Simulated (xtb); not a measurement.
xtb 6.7.1, GFN2-xTB: Si(H)(Cl)2(Me) (C[SiH](Cl)Cl), 8 atoms. The geometry is a generated start, not checked to be a minimum at this level.

```
Property                  Result
-----------------  -------------
run flags                 --grad
method                  GFN2-xTB
--acc                1 (default)
--etemp (K)        300 (default)
basis functions               38
valence electrons             26
```

```xyz
8

Si     0.8433     0.0941     0.1397
C     -1.0335    -0.1371    -0.0067
Cl     1.7863    -1.3101    -0.9632
Cl     1.3574     1.9164    -0.5713
H      1.3168    -0.0056     1.5147
H     -1.3371    -1.1146     0.3563
H     -1.5692     0.6109     0.5700
H     -1.3642    -0.0539    -1.0396
```

One run each on 1 thread. Values of broydamp tried: 0.02, 0.05, 0.1, 0.2, 0.4 (default), 0.6, 0.8, 1.

Problem. How does the count of SCC iterations change with broydamp, and where is it least?

Solution. Fewest SCC iterations, within one of each other: 0.4 (default) with 13, 0.6 with 13, 0.8 with 13, 1 with 14. The count rises to 21 at 0.02. All converge to one solution.

| broydamp | SCC iterations | end |
|---|---|---|
| 0.02 | 21 | same solution |
| 0.05 | 18 | same solution |
| 0.1 | 19 | same solution |
| 0.2 | 15 | same solution |
| 0.4 (default) | 13 | same solution |
| 0.6 | 13 | same solution |
| 0.8 | 13 | same solution |
| 1 | 14 | same solution |
